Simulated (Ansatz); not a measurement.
Take MgI2 in the CdI2 type structure (space group P-3m1, No. 164; layered, stacked along the Cartesian z axis) as the base.

```xyz
3
Lattice="4.0597 0.0000 0.0000 -2.0299 3.5158 0.0000 0.0000 0.0000 6.5802" Properties=species:S:1:pos:R:3 pbc="T T T"
Mg     0.0000     0.0000     0.0000
I      0.0000     2.3439     1.6714
I      2.0299     1.1719     4.9088
```

Cartesian axes are those of the cell as printed.

The values are results of PBEsol-D3(BJ) (Ansatz, a program for electronic structure; PAW; 420 eV plane waves; spin-orbit coupling left out), not measurements.

Strains are applied to the cell and any free atomic positions relax; under biaxial strain the out-of-plane vector relaxes too.

One change was made to it. Results:

| quantity | base | after |
|---|---|---|
| band gap | 3.34 eV | 3.39 eV |
| smallest direct gap | 3.69 eV | 3.86 eV |
| pressure (mean of the normal stresses, compression positive) | 0.00 GPa | 0.67 GPa |
| volume per atom | 31.31 Å³ | 30.65 Å³ |

Task: Name the change that was made.
A) biaxial strain −1.50 %, plane normal [001], relaxed out of plane
B) biaxial strain +2.00 %, plane normal [001], relaxed out of plane
C) biaxial strain +1.50 %, plane normal [001], relaxed out of plane
D) biaxial strain −1.00 %, plane normal [001], relaxed out of plane
E) biaxial strain +1.00 %, plane normal [001], relaxed out of plane

Result: A, biaxial strain −1.50 %, plane normal [001], relaxed out of plane. For comparison, the volume per atom in the other runs: biaxial strain −1.00 %, plane normal [001], relaxed out of plane gives 30.87 Å³; biaxial strain +1.50 %, plane normal [001], relaxed out of plane gives 31.95 Å³; biaxial strain +2.00 %, plane normal [001], relaxed out of plane gives 32.16 Å³; biaxial strain +1.00 %, plane normal [001], relaxed out of plane gives 31.74 Å³.

Spin-orbit coupling, missing from the scalar runs, can matter with I. Whether these cells are dynamically stable was not tested.
